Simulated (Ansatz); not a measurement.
A self-consistent single point of CaWF6 (R3, 8 atoms in the cell) with Ansatz (an electronic-structure program).

Method of the run: LDA (PW92)+U, default PAW files made with PBE (plane waves; Ansatz).

```
CELL_PARAMETERS angstrom
      2.83728     1.63810     5.01256
     -2.83728     1.63810     5.01256
      0.00000    -3.27621     5.01256
ATOMIC_POSITIONS crystal
  Ca 0.50333 0.50333 0.50333
  W  0.00000 0.00000 0.00000
  F  0.32324 0.77267 0.14151
  F  0.67676 0.22733 0.85849
  F  0.14151 0.32324 0.77267
  F  0.85849 0.67676 0.22733
  F  0.77267 0.14151 0.32324
  F  0.22733 0.85849 0.67676
```
Moments meant for the start (each program seeds them in its own way; μB, in the order of the atoms Ca W F F F F F F): 0.0 1.0 0.0 0.0 0.0 0.0 0.0 0.0.

Reference input (self-consistent single point, DFT, LDA (PW92)+U, plane waves, default PAW files made with PBE): basis.ecutwfc = 30.9 Ry; kpoints.mp_grid.grid = 4 4 4; hamiltonian.xc = lda; hamiltonian.pseudopotentials = {kind: paw} (the program's default PAW files); hamiltonian.hubbard.sites = [{species: W, l: d, u_eff: 6.2}] eV; hamiltonian.hubbard.projectors = ortho-atomic; magnetization.spin_polarized = true; scf.occupations.method = fermi_dirac; scf.occupations.width = 0.0015 Ry. This run's input differs from it in these lines:

Ansatz 0.2 input:
```diff
@@ -18,3 +18,3 @@
 kpoints:
-  mp_grid: { grid: [4, 4, 4] }
+  mp_grid: { grid: [5, 5, 5] }
 hamiltonian:
```

Log, with long lists cut:

```
SCF iter   1: F=—  HF=-16670.914442 eV  |F-HF|=—  |Δ(HF+E_count)|=         —  Δρ=7.47e-2 (↑7.47e-2 ↓6.30e-2)  dr2=5.59e1  dr2_m=2.32e-1  M=0.432 μB ∫|m|=0.911 μB  β_m=0.30  ethr=3.10e-3  ⟨swp⟩=11.0  Hψ=10264  notcnv=0  defer=1
all-band conjugate gradients solve this SCF's bands
preconditioner: auto → none
   [... lines left out ...]
iter 14 met the thresholds in force, and the SCF goes on: an eigenvalue changes by 0.14 meV, over its tolerance of 0.07 meV (output.eigenvalues, Limitations)
SCF iter  14: F=-16666.897602 eV  HF=-16666.897602 eV  |F-HF|=1.28e-8  |Δ(HF+E_count)|=   1.14e-8  Δρ=2.62e-6 (↑2.62e-6 ↓2.36e-6)  dr2=2.11e-8  dr2_m=1.74e-9  M=2.000 μB ∫|m|=2.060 μB  β_m=0.78  ethr=1.52e-10  ⟨swp⟩=12.3  Hψ=8465  notcnv=0
SCF iter  15: F=-16666.897602 eV  HF=-16666.897602 eV  |F-HF|=3.49e-10  |Δ(HF+E_count)|=   4.66e-9  Δρ=5.89e-7 (↑5.89e-7 ↓4.81e-7)  dr2=8.49e-10  dr2_m=2.00e-10  M=2.000 μB ∫|m|=2.060 μB  ethr=3.19e-11  ⟨swp⟩=2.0  Hψ=5826  notcnv=0
SCF 1 converged in 15 iterations: F = -16666.897602 eV  dr2 = 8.49e-10
Crystal: 8 atoms, lattice volume = 139.783 Å³
Symmetry: 1 space group operations
k-points: 63 of 125 (time reversal used)
Initial density: read from a saved state, or passed on in memory by an earlier SCF of this step, an earlier step, the calling program or the single point that …
Starting moments: Σ|m| = 1 μB on 1 of 8 sites; this step starts from the density that it was given
Initial wavefunctions: those read from a saved state, or passed on in memory by an earlier step or the calling program
iter 1 solved again at ethr=1.29e-12 eV; its pass at ethr=1.52e-6 eV (dr2=8.52e-10 eV) is discarded
   [... lines left out ...]
preconditioner: auto → Resta (q_TF=auto, 2.408 Å⁻¹)
spin=Collinear: Resta preconditioning applied to the charge; magnetization (m = ρ↑ − ρ↓) channel mixes plain (no charge-response kernel on spin).
Absolute magnetization: 2.0663 μB (∫|ρ↑−ρ↓|, with the PAW one-centre terms)
Free energy (F): -16666.897602 eV
Fermi energy:    3.814277 eV
   [... lines left out ...]
--- Stress (GPa, compression-positive) ---
       -4.396725      -0.000000       0.000000
        0.000000      -4.396725       0.000000
        0.000000       0.000000      -4.257061
  P = ⅓ Tr σ = -4.3502 GPa (-43.502 kbar)
  The stress holds the Pulay correction. Without it, at fixed plane waves, as pw.x and ABINIT print it: P = -5.0448 GPa
Occupation matrices written to occupation_matrices
```

The run converged in 18 iterations. 

The starting cell comes from a database of computed structures (which also holds hypothetical and non-ambient phases and stackings), without a prior relaxation at this level. Its lattice was rescaled by up to half a per cent. One atom was moved a little off its site on purpose. With one magnetic atom in the cell only a parallel order is possible. With U or open f shells several self-consistent states can exist. With a pressure of about -4 GPa the cell is away from its equilibrium volume at this level. Ansatz's pressure includes its estimate of the finite-basis (Pulay) stress. Without the estimate this run gives -5.04 GPa.

These are the values that this program gave, and no reference: magnets with a U can end in a higher state.

Cost on one core of a shared machine: roughly 2 min.
